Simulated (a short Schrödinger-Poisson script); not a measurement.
Stack: gated Al0.33Ga0.67N/GaN polarisation-induced gas, at 20 K.

```
layer       material  thickness (nm)  Na (cm⁻³)
-----  -------------  --------------  ---------
1      Al0.33Ga0.67N              15          -
2                GaN            6000       3e14
```

Constants are typed, rounded textbook-type inputs, not results; the design itself was drawn at random and stands for no fabricated device. Al0.33Ga0.67N: permittivity 9.3, conduction-band edge (eV) 0.462, gap (eV) 4.09, electron mass (mₑ) 0.24, Nv at 300 K (cm⁻³) 4.6e19. GaN: permittivity 9.5, conduction-band edge (eV) 0, gap (eV) 3.43, Nv at 300 K (cm⁻³) 4.6e19.

Channel valleys (confinement mass, in-plane density-of-states mass, number): Γ 0.2, 0.2, 1. At the gate the conduction-band edge of layer 1 lies 1.27 eV − eVg above the Fermi level of the channel; the field vanishes at the back. Sheet of polarisation charge: +1.6e13 e/cm² at 15 nm from the gate. The barrier under the gate holds no holes. Gaps are held at their typed values at every temperature. Mesh 0.08 nm at interfaces.

Solved with a short Schrödinger-Poisson script written for these runs: 1D Poisson equation in equilibrium, electrons quantum, Hartree plus LDA exchange-correlation (BenDaniel-Duke, 40 states a valley, the channel's in-plane mass for all, wave functions free to enter the barrier), parabolic valleys, classical holes, full ionisation, no traps, pinning or gate leakage.

The same stack at other levels of the model or other numerical settings:

| run | sheet density of all electrons at Vg = 0.5 V (cm⁻²) | sheet density of all electrons at Vg = -2.5 V (cm⁻²) | capacitance at Vg = 0.5 V (μF/cm²) | centroid of the channel electrons at Vg = 0.5 V (nm) | rough cost against the base |
|---|---|---|---|---|---|
| base | 1.36e13 | 3.98e12 | 0.524 | 1.59 | about 1 |
| electrons treated as classical, Boltzmann | 1.47e13 | 4.48e12 | 0.546 | 0.12 | 0.009 |
| electrons treated as classical, Fermi-Dirac | 1.34e13 | 4.01e12 | ? | 1.51 | 0.04 |
| electrons treated as quantum, Hartree | 1.34e13 | ? | 0.522 | ? | 0.5 |
| mesh six times as coarse | 1.36e13 | 3.98e12 | 0.524 | 1.53 | 0.3 |
| one subband a valley | 1.36e13 | 3.98e12 | 0.521 | 1.34 | 0.2 |

Problem. What belongs in the gaps?

Solution. 
- electrons treated as quantum, Hartree, centroid of the channel electrons at Vg = 0.5 V (nm): 1.74
- electrons treated as classical, Fermi-Dirac, capacitance at Vg = 0.5 V (μF/cm²): 0.508
- electrons treated as quantum, Hartree, sheet density of all electrons at Vg = -2.5 V (cm⁻²): 3.87e12

The classical rows ignore confinement, and Boltzmann statistics overrate the density once the band edge passes the Fermi level.
